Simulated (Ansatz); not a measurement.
TiAl3 (I4/mmm, No. 139), treated with PBEsol (Ansatz, a program for electronic structure, plane waves, PAW).

Run with plane-wave cutoff 520 eV, 20×20×20 k mesh, Fermi–Dirac smearing 0.05 eV, no spin polarisation, scalar-relativistic PAW data made under PBE.

Cell (relaxed at this level):

```
Al3Ti
1.0
   -1.90812     1.90812     4.27554
    1.90812    -1.90812     4.27554
    1.90812     1.90812    -4.27554
Ti Al
1 3
Direct
  0.00000   0.00000   0.00000
  0.50000   0.50000   0.00000
  0.75000   0.25000   0.50000
  0.25000   0.75000   0.50000
```

Q: Estimate the bulk modulus and pressure derivative B′ of the bulk modulus that the calculation returns.

A: 
- bulk modulus: 111 GPa
- pressure derivative B′ of the bulk modulus: 4.1

The run finds no gap.

Note: the bulk modulus comes from volumes at which shape and atoms were relaxed.

Static lattice: no zero-point or thermal effects.
